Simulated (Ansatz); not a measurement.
Take GaN in the wurtzite structure (space group P6_3mc, No. 186; a = 3.183 Å, c = 5.184 Å) as the base.

The values are results of plane-wave PAW DFT at the r2SCAN level (Ansatz, a first-principles code, 500 eV), spin-orbit coupling left out, not measurements.

Before the change:

The valence-band top at Γ comes out as 0.00, 0.00, -0.04 eV, the gap character is direct at Γ and the shortest interatomic distance is 1.946 Å.

Modification: every Ga is replaced by Al, then cell and atoms are relaxed.

Tabulated Pauling electronegativity and covalent radius: Ga 1.81, 1.22 Å; Al 1.61, 1.21 Å.

Question: What happens to the valence-band top at Γ?

Answer: The valence-band top at Γ (three highest levels, from the VBM) goes from 0.00, 0.00, -0.04 eV to 0.00, -0.22, -0.22 eV.

Question: How does this affect the gap character?

Answer: The gap character stays direct at Γ.

Question: How does this affect the shortest interatomic distance?

Answer: The shortest interatomic distance falls by 0.058 Å (1.946 Å → 1.888 Å).

No phonon test of stability was made.
